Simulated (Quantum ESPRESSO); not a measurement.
Troubleshooting Quantum ESPRESSO: a failed run on Mg₆CoBi (Amm2, 8 atoms in the cell). The aim is a self-consistent single point with DFT, PBEsol, plane waves, SSSP 1.1.2 efficiency (PBE) pseudopotentials.

Cell that was meant: a = 4.8501 Å, b = 6.3654 Å, c = 6.3654 Å, α = 59.32°, β = 90.00°, γ = 90.00°.

Part of the input:

```fortran
 nat = 8
 ntyp = 3
 ecutwfc = 50
 ecutrho = 50
 occupations = 'smearing'
 smearing = 'fd'
 degauss = 0.0073499
```

Output, abridged:

```
     file Mg.pbe-n-kjpaw_psl.0.3.0.UPF: wavefunction(s)  3S renormalized

 %%%%%%%%%%%%%%%%%%%%%%%%%%%%%%%%%%%%%%%%%%%%%%%%%%%%%%%%%%%%%%%%%%%%%%%%%%%%%%
     Error in routine set_cutoff (1):
     ecutrho <= ecutwfc?!?
 %%%%%%%%%%%%%%%%%%%%%%%%%%%%%%%%%%%%%%%%%%%%%%%%%%%%%%%%%%%%%%%%%%%%%%%%%%%%%%

     stopping ...
```

### Question
From the messages shown, name the fault and mend the input.

### Answer
The fault is a density cutoff or grid that is too coarse; here the program stops on it instead of giving results. To fix it, restore the density cutoff. The program stopped before any SCF iteration.

An input that runs soundly differs in these lines (not the only fix; some lines may just follow from the change or write a value another way):
```diff
- ecutrho = 50
+ ecutrho = 400
```

With that input, the run converged in 31 iterations: free energy E − TS -9244.1757 eV; Fermi level (on the code's own zero) 6.40 eV; pressure -1.09 GPa; largest force (vector length) 0.066 eV/Å; size of the cell's spin moment 0.72 μB (DFT, PBEsol, plane waves, SSSP 1.1.2 efficiency (PBE) pseudopotentials).

On the sound input: the starting cell comes from a database of computed structures (which also holds hypothetical and non-ambient phases and stackings), without a prior relaxation at this level. With one magnetic atom in the cell only a parallel order is possible.
